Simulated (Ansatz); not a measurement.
Density of states of Zr₃N₄ (I-43d) above the conduction band minimum, Ansatz (a program for electronic structure) with PBEsol, rigid bands; cell volume 150.6 Å³.

```csv
energy from edge (eV),10⁻³ states/eV/cell
0.006,37.0
0.031,81.9
0.056,113
0.081,140
0.106,166
0.131,191
0.156,214
0.181,239
0.206,264
0.231,292
0.256,317
0.281,343
0.319,386
0.344,414
0.369,446
0.394,480
0.419,510
0.444,545
0.469,582
0.494,623
0.519,663
0.544,709
0.569,753
0.594,797
```

Q: What effective density of states at 300 K does this give (∫ g(E) exp(−E/k_BT) dE, both spins, divided by the cell's size)?

A: 1.2e19 cm⁻³, a density-of-states mass of 0.61 mₑ, valleys and band degeneracy included.

Spin-orbit coupling is left out. Geometry: cell and atoms relaxed with PBEsol.

Computed structure with no diffraction record at hand here (it may be known, metastable or hypothetical): Zr3N4 (I-43d).
